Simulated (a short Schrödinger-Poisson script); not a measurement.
Structure: symmetric double-gate stack, Si3N4 on p-type GaN, at 77 K.

```tsv
layer	material	thickness (nm)	Na (cm⁻³)
1	Si3N4	3.5	-
2	GaN	2	2e16
3	Si3N4	3.5	-
```

Constants are typed, rounded textbook-type inputs, not results; the design itself was drawn at random and stands for no fabricated device. Si3N4: permittivity 7.5, conduction-band edge (eV) 2, gap (eV) 5.1, electron mass (mₑ) 0.5. GaN: permittivity 9.5, conduction-band edge (eV) 0, gap (eV) 3.43, Nv at 300 K (cm⁻³) 4.6e19.

Channel valleys (confinement mass, in-plane density-of-states mass, number): Γ 0.2, 0.2, 1. At the gates, both at one voltage, the conduction-band edge of layer 1 lies 2.05 eV − eVg above the Fermi level of the channel. Gaps are held at their typed values at every temperature. Mesh 0.03 nm at interfaces.

From a short Schrödinger-Poisson script (our own, NumPy): 1D Poisson equation in equilibrium, electrons quantum, Hartree (BenDaniel-Duke, 12 states a valley, the channel's in-plane mass for all, wave functions free to enter the dielectric), parabolic valleys, classical holes, full ionisation, no traps, pinning or gate leakage.

The same stack at other levels of the model or other numerical settings:

```
run                                                                  sheet density of all electrons at Vg = 0.75 V (cm⁻²)  capacitance of both gates at Vg = 0.75 V (μF/cm²)  rough cost against the base
-------------------------------------------------------------------  ----------------------------------------------------  -------------------------------------------------  ---------------------------
base                                                                                                              8.31e12                                               2.76                      about 1
electrons treated as classical, Boltzmann                                                                      (withheld)                                               3.70                         0.08
electrons treated as classical, Fermi-Dirac                                                                    (withheld)                                               2.58                          0.2
electrons treated as quantum, Hartree plus LDA exchange-correlation                                               9.29e12                                               2.85                            2
mesh six times as coarse                                                                                       (withheld)                                               2.76                          0.3
one subband a valley                                                                                              8.31e12                                               2.76                          0.4
```

**Question.** Complete the blanks.

**Answer.** 
- electrons treated as classical, Fermi-Dirac, sheet density of all electrons at Vg = 0.75 V (cm⁻²): 9.94e12
- mesh six times as coarse, sheet density of all electrons at Vg = 0.75 V (cm⁻²): 8.14e12
- electrons treated as classical, Boltzmann, sheet density of all electrons at Vg = 0.75 V (cm⁻²): 1.53e13

The classical rows ignore confinement, and Boltzmann statistics overrate the density once the band edge passes the Fermi level.

In real p-type GaN the Mg acceptor is only partly ionised, and so wide a gap doesn't supply an inversion layer without source and drain.
